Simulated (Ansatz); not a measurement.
The parent structure is Au in the fcc (Cu type) structure (space group Fm-3m, No. 225; a = 4.125 Å; relaxed with 0.1 eV smearing).

Computed with r2SCAN (Ansatz, a quantum-chemistry and plane-wave program; PAW; 500 eV plane waves; no spin-orbit coupling).

For the base:

- Pressure: 0.0 GPa

Modification: every lattice vector is shortened by 1.50 %; the atoms relax in the strained cell.

Question: Predict the new pressure and energy relative to the base.

Answer: The pressure goes from zero to 8.0 GPa; the energy grows by 18 meV/atom.

Stability against distortions was not tested.
